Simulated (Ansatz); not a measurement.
## Rb$_{3}$As (space group P6/mmm, No. 191; a hypothetical phase, not in the database extracts checked)

```yaml
crystal:
  lattice:
    - [6.32283, 0.00000, 0.00000]
    - [-3.16141, 5.47573, 0.00000]
    - [0.00000, 0.00000, 6.88297]
  atoms:
    - { symbol: Rb, position: [0.00000, 0.00000, 0.50000] }
    - { symbol: Rb, position: [0.33333, 0.66667, 0.00000] }
    - { symbol: Rb, position: [0.66667, 0.33333, 0.00000] }
    - { symbol: As, position: [0.00000, 0.00000, 0.00000] }
```

Computed with PBE/PAW in Ansatz (a first-principles code), without spin-orbit coupling. Γ-centred 9×9×7 mesh, Fermi–Dirac width 0.05 eV.

- Volume per atom = 59.58 Å³
- Density = 2.31 g/cm³
- Band gap = zero
- Total energy = -3664.770 eV/atom (σ→0; compares only within this code and set-up)

No phonon test of stability was made. All final runs are without spin polarisation. A zero or small gap of Rb3As can be the functional's error rather than a property of the material.
